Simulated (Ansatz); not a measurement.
SiO2 (Cm, No. 8, 36 atoms in the cell; start mp-557881; a measured phase of this formula has another space group), treated with PBEsol in Ansatz (PAW).

The input as run:

Ansatz 0.2 input:
```yaml
crystal:
  lattice:
    - [5.2051225146, -7.569364566, -0.0035589659]
    - [5.2051225146, 7.569364566, -0.0035589659]
    - [-2.3883832643, 0.0, 8.6323087138]
  atoms:
    - { symbol: Si, position: [-0.0005012746, 0.7957009511, 0.6905542332] }
    - { symbol: Si, position: [0.7957009511, -0.0005012746, 0.6905542332] }
    - { symbol: Si, position: [0.2943733434, 0.0894899187, 0.6708183562] }
    - { symbol: Si, position: [0.0894899187, 0.2943733434, 0.6708183562] }
    - { symbol: Si, position: [0.1137441063, 0.5998350863, 0.8957992445] }
    - { symbol: Si, position: [0.5998350863, 0.1137441063, 0.8957992445] }
    - { symbol: Si, position: [0.6978283883, 0.9003803157, 0.3314037685] }
    - { symbol: Si, position: [0.9003803157, 0.6978283883, 0.3314037685] }
    - { symbol: Si, position: [0.8985418685, 0.407289368, 0.1060295703] }
    - { symbol: Si, position: [0.407289368, 0.8985418685, 0.1060295703] }
    - { symbol: Si, position: [0.9933901676, 0.1966396258, 0.3137340683] }
    - { symbol: Si, position: [0.1966396258, 0.9933901676, 0.3137340683] }
    - { symbol: O, position: [0.9869861024, 0.3113267193, 0.1961170613] }
    - { symbol: O, position: [0.3113267193, 0.9869861024, 0.1961170613] }
    - { symbol: O, position: [0.7468799086, 0.7468799086, 0.3072167057] }
    - { symbol: O, position: [0.5149019925, 0.0225028596, 0.0184025517] }
    - { symbol: O, position: [0.0225028596, 0.5149019925, 0.0184025517] }
    - { symbol: O, position: [0.2385608485, 0.2385608485, 0.6909020446] }
    - { symbol: O, position: [0.1737753964, 0.941873397, 0.7282918879] }
    - { symbol: O, position: [0.941873397, 0.1737753964, 0.7282918879] }
    - { symbol: O, position: [0.2856738393, 0.7369996931, 0.9838152203] }
    - { symbol: O, position: [0.7369996931, 0.2856738393, 0.9838152203] }
    - { symbol: O, position: [0.8642546323, 0.8642546323, 0.7212480115] }
    - { symbol: O, position: [0.0465393543, 0.8223243407, 0.2758764791] }
    - { symbol: O, position: [0.8223243407, 0.0465393543, 0.2758764791] }
    - { symbol: O, position: [0.9557885268, 0.6982547245, 0.5122633726] }
    - { symbol: O, position: [0.6982547245, 0.9557885268, 0.5122633726] }
    - { symbol: O, position: [0.6763212934, 0.0030667714, 0.8043594276] }
    - { symbol: O, position: [0.0030667714, 0.6763212934, 0.8043594276] }
    - { symbol: O, position: [0.2961822123, 0.0325849416, 0.4907637899] }
    - { symbol: O, position: [0.0325849416, 0.2961822123, 0.4907637899] }
    - { symbol: O, position: [0.5202912778, 0.8500051342, 0.229054913] }
    - { symbol: O, position: [0.8500051342, 0.5202912778, 0.229054913] }
    - { symbol: O, position: [0.1332871729, 0.1332871729, 0.2882936432] }
    - { symbol: O, position: [0.4724109864, 0.1468260097, 0.7742258532] }
    - { symbol: O, position: [0.1468260097, 0.4724109864, 0.7742258532] }
basis:
  ecutwfc: 520
  ecutrho_ratio: 4
  xc_grid: 2
kpoints:
  mp_grid: { grid: [4, 4, 4] }
  band_path:
    path:
      - [0.0, 0.0, 0.0]
      - [-0.166667, 0.166667, 0.0]
      - [-0.333333, 0.333333, 0.0]
      - [-0.5, 0.5, 0.0]
      - [-0.5, 0.5, 0.166667]
      - [-0.5, 0.5, 0.333333]
      - [-0.5, 0.5, 0.5]
      - [-0.333333, 0.333333, 0.5]
      - [-0.166667, 0.166667, 0.5]
      - [0.0, 0.0, 0.5]
      - [0.0, 0.0, 0.333333]
      - [0.0, 0.0, 0.166667]
      - [-0.5, 0.0, 0.5]
      - [-0.375, 0.0, 0.375]
      - [-0.25, 0.0, 0.25]
      - [-0.125, 0.0, 0.125]
      - [-0.166667, 0.0, 0.0]
      - [-0.333333, 0.0, 0.0]
      - [-0.5, 0.0, 0.0]
    npoints: 1
hamiltonian:
  xc: pbesol
  dispersion: none
  pseudopotentials: { kind: paw }
scf:
  occupations: { method: fermi_dirac, width: 0.01 }
  convergence: { dr2_threshold: 0.0000000036 }
output:
  forces: true
  stress: true
  eigenvalues: true
  write_bands: true
```

Excerpt of the program's output:

```
Crystal: 36 atoms, lattice volume = 680.088 Å³
Basis set: ecut = 520 eV, 18299 PW (Γ), exchange–correlation on 144×144×144 points (8 copies of the dense FFT grid, shifted against one another)
Bands: 132, of which v1, the nominal top of the filled ones, is band 96 counted from 1 (95 counted from 0)
Symmetry: 2 space group operations
Space group: Cm (ITA 8), of the structure as read, at distance tolerance 8.8e-5 Å
k-points: 24 of 64 (time reversal used)
Functional: x = pbesol(κ = 0.804, μ = 0.12345679012345678), c = pbesol(β = 0.046)
SCF iter   1: F=—  HF=-20959.356965 eV  |F-HF|=—  |Δ(HF+E_count)|=         —  Δρ=9.86e-3  dr2=5.13e-1
SCF iter   2: F=—  HF=-20959.215580 eV  |F-HF|=—  |Δ(HF+E_count)|=   1.41e-1  Δρ=1.82e-3  dr2=8.31e-3
  ...
SCF iter   8: F=—  HF=-20959.219676 eV  |F-HF|=—  |Δ(HF+E_count)|=   4.74e-9  Δρ=1.29e-6  dr2=8.71e-9
SCF iter   9: F=-20959.219676 eV  HF=-20959.219676 eV  |F-HF|=7.09e-10  |Δ(HF+E_count)|=   5.63e-9  Δρ=4.44e-7  dr2=1.31e-9
SCF 1 converged in 9 iterations: F = -20959.219676 eV  dr2 = 1.31e-9
SCF converged after 9 iterations
Free energy (F): -20959.219676 eV
  ...
  atom  12  Si     0.00205621    -0.00233670    -0.00151143
  atom  13  O     -0.00184613    -0.00199465     0.00231980
  atom  14  O     -0.00184613     0.00199465     0.00231980
  atom  15  O     -0.00048866     0.00000000    -0.00155852
  atom  16  O      0.00152542    -0.00034265    -0.00257874
  atom  17  O      0.00152542     0.00034265    -0.00257874
  atom  18  O      0.00238823    -0.00000000     0.00139587
  atom  19  O     -0.00113182     0.00044061     0.00107668
  atom  20  O     -0.00113182    -0.00044061     0.00107668
  atom  21  O      0.00117550     0.00001056     0.00251015
  atom  22  O      0.00117550    -0.00001056     0.00251015
  atom  23  O     -0.00083432     0.00000000     0.00141358
  atom  24  O     -0.00118908     0.00031113    -0.00099608
  atom  25  O     -0.00118908    -0.00031113    -0.00099608
  atom  26  O      0.00023331    -0.00135646     0.00022227
  atom  27  O      0.00023331     0.00135646     0.00022227
  atom  28  O      0.00058071     0.00135734     0.00121965
  atom  29  O      0.00058071    -0.00135734     0.00121965
  atom  30  O      0.00106384    -0.00034127    -0.00056848
  atom  31  O      0.00106384     0.00034127    -0.00056848
  atom  32  O      0.00088063     0.00053488    -0.00126003
  atom  33  O      0.00088063    -0.00053488    -0.00126003
  atom  34  O      0.00176332    -0.00000000    -0.00137259
  atom  35  O     -0.00160476     0.00224369    -0.00239508
  atom  36  O     -0.00160476    -0.00224369    -0.00239508
--- Stress (GPa, compression-positive) ---
        0.000836       0.000000      -0.000158
        0.000000       0.001341      -0.000000
       -0.000158      -0.000000      -0.000262
  P = ⅓ Tr σ = 0.0006 GPa (0.006 kbar)
```

The PAW data were made under PBE.

A start named mp-… is a Materials Project structure, which need not be a measured phase.

Ansatz is a quantum-chemistry and plane-wave program.
